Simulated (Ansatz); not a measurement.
BaF2 (Fm-3m), Ansatz (a quantum-chemistry and plane-wave program) with PBEsol, rigid bands: N_v = 2.76e21 cm⁻³ at 300 K and a hole conductivity mass of 4.41 mₑ.

Q: For 1e17 holes per cm³ at 300 K, place the Fermi level, estimate the Seebeck coefficient of a parabolic band with constant τ, and give mobility and conductivity for τ = 10 fs.

A: The level lies k_BT ln(N_v/p) = 0.264 eV above the valence-band maximum. S ≈ +(k_B/e)[ln(N_v/p) + 5/2] = 1097 μV/K, against 1081 μV/K from the full bands (mean over directions). μ = eτ/m = 3.99 cm²/(V·s) and σ = peμ = 0.0639 S/cm. τ is assumed, not computed.

Band transport and this doping are assumed; polarons and phonon drag are left out. Spin-orbit coupling is left out; where it splits the top of the valence band, N_v and the p-type Seebeck coefficient come out somewhat high without it.
